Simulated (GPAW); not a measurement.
Band structure of CoBiO3 (P4mm, 5 atoms in the cell).

```yaml
crystal:
  lattice:
    - [3.71587, 0.00000, 0.00000]
    - [0.00000, 3.71587, 0.00000]
    - [0.00000, 0.00000, 4.01158]
  atoms:
    - { symbol: Co, position: [0.50000, 0.50000, 0.62281] }
    - { symbol: Bi, position: [0.00000, 0.00000, 0.05096] }
    - { symbol: O, position: [0.50000, 0.00000, 0.69608] }
    - { symbol: O, position: [0.00000, 0.50000, 0.69608] }
    - { symbol: O, position: [0.50000, 0.50000, 0.16257] }
```

Level of theory: PBEsol, GPAW PAW datasets PBEsol (made by gpaw-setup) (plane waves; GPAW).

Settings: mode = pw; ecut = 950 eV; xc = PBEsol; kpts = 9 9 9; mesh shift (steps) = 0 0 0; occupations.name = fermi-dirac; occupations.width = 0.1 eV; nbands = -9; convergence.density = 1e-05 e/electron; convergence.energy = 1e-05 eV/electron; symmetry.symmorphic = false; symmetry.tolerance = 0.0005; maxiter = 120; bandpath_npoints = 40.

The starting cell comes from a database of computed structures (which also holds hypothetical and non-ambient phases and stackings), without a prior relaxation at this level. Its lattice was rescaled by a random factor within 2.5 % of one. Spin-orbit coupling is off. Spin polarisation is off, so a magnetic state, if there is one, cannot be reached.

Levels in eV from the Fermi level, bands 18 to 25:
```json
[
 {"point": "Γ", "18": "-2.84", "19": "-1.67", "20": "-0.79", "21": "-0.79", "22": "-0.10", "23": "-0.07", "24": "3.85", "25": "6.10"},
 {"point": "X", "18": "-1.27", "19": "-0.66", "20": "-0.39", "21": "-0.37", "22": "-0.27", "23": "0.86", "24": "1.81", "25": "4.45"},
 {"point": "M", "18": "-1.97", "19": "-0.43", "20": "-0.29", "21": "-0.29", "22": "-0.29", "23": "3.13", "24": "3.71", "25": "4.25"},
 {"point": "Z", "18": "-2.28", "19": "-1.67", "20": "-0.23", "21": "-0.23", "22": "-0.10", "23": "0.63", "24": "1.48", "25": "5.14"},
 {"point": "R", "18": "-1.74", "19": "-0.46", "20": "-0.14", "21": "0.10", "22": "0.41", "23": "2.57", "24": "3.61", "25": "3.64"},
 {"point": "A", "18": "-1.68", "19": "-0.64", "20": "-0.64", "21": "-0.32", "22": "2.41", "23": "3.13", "24": "5.42", "25": "5.42"}
]
```

Bands cross the Fermi level along this path, so the cell is metallic at this level.
